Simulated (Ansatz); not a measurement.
## Response to strain in MgO

Base system: MgO in the rock salt structure (space group Fm-3m, No. 225; a = 4.2141 Å). Axes: x, y, z lie along the cube axes.

Strains are applied to the cell and any free atomic positions relax.

Level of theory: PBEsol (Ansatz, a quantum-chemistry and plane-wave program; PAW; 420 eV plane waves; scalar-relativistic without spin-orbit coupling).

Notes on the quantities. energy relative to the base: free energy F.

```tsv
uniaxial strain ε_zz (%)	energy relative to the base (meV/atom)
0	0.0
0.5	0.2
1	0.8
2	?
2.5	4.8
```

Task: Fit ΔE = Aε² + Bε³ (ε in %) to the rows shown and predict the withheld row.

Result: Least squares on the printed values gives A = 0.820 and B = -0.021 meV/atom (largest residual 0.0 meV/atom); this predicts 3.1 meV/atom, and the run gives 3.1 meV/atom, in agreement.

No phonon test of stability was made.
